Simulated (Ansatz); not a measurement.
Input:

```yaml
crystal:
  lattice:
    - [-2.76161, 2.76161, 5.54589]
    - [2.76161, -2.76161, 5.54589]
    - [2.76161, 2.76161, -5.54589]
  atoms:
    - { symbol: Zn, position: [0.00000, 0.00000, 0.00000] }
    - { symbol: Cu, position: [0.75000, 0.25000, 0.50000] }
    - { symbol: Cu, position: [0.25000, 0.75000, 0.50000] }
    - { symbol: Sn, position: [0.50000, 0.50000, 0.00000] }
    - { symbol: Se, position: [0.62568, 0.62568, 0.52122] }
    - { symbol: Se, position: [0.37432, 0.89555, 0.00000] }
    - { symbol: Se, position: [0.10445, 0.10445, 0.47878] }
    - { symbol: Se, position: [0.89555, 0.37432, 0.00000] }
```

No spin polarisation.

Calculations: Ansatz (an electronic-structure program) r2SCAN, spin-orbit coupling left out, earlier PAW set. k-mesh 8×8×8 (Γ-centred); smearing 0.05 eV (Fermi–Dirac).

Predict the valence-band top at Γ and band gap.

The valence-band top at Γ (three highest levels, from the VBM) is 0.00, 0.00, -0.09 eV and the band gap is 0.15 eV.

Load acts through the strain it causes; cell and atoms are relaxed under it. Stability against distortions was not tested. Competing high-pressure phases were not computed. All final runs are without spin polarisation. The cell was made from ZnCu$_{2}$SnSe$_{4}$ (space group I-42m, No. 121) by this change: pressure 7 GPa. A zero or small gap of ZnCu2SnSe4 can be the functional's error rather than a property of the material.
